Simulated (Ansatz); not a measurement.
The reference is GaCuSe2 in the chalcopyrite structure (space group I-42d, No. 122; a = 5.672 Å, c = 11.263 Å).

Perturbation: cell and atoms relaxed at a pressure of 4.2 GPa.

Method: PBE in Ansatz (plane waves to 420 eV, PAW, scalar-relativistic without spin-orbit coupling), earlier PAW set.

### Question
Give the band edges at the high-symmetry points of the new zone, measured from its valence-band maximum.

### Answer
| point | valence edge (eV) | conduction edge (eV) |
|---|---|---|
| Γ | 0.00 | 0.24 |
| X | -0.54 | 1.11 |
| P | -0.73 | 1.55 |
| N | -0.62 | 2.19 |
| M | -0.99 | 1.76 |
| S | -0.64 | 1.91 |
| S₀ | -0.64 | 1.91 |
| R | -0.75 | 1.40 |
| G | -0.75 | 1.40 |

The gap is 0.24 eV, direct at Γ.

Load acts through the strain it causes; cell and atoms are relaxed under it. Whether these cells are dynamically stable was not tested. The final runs are not spin-polarised. The zero or small gap of GaCuSe2 can change with the level of theory.

Ansatz is a first-principles code.
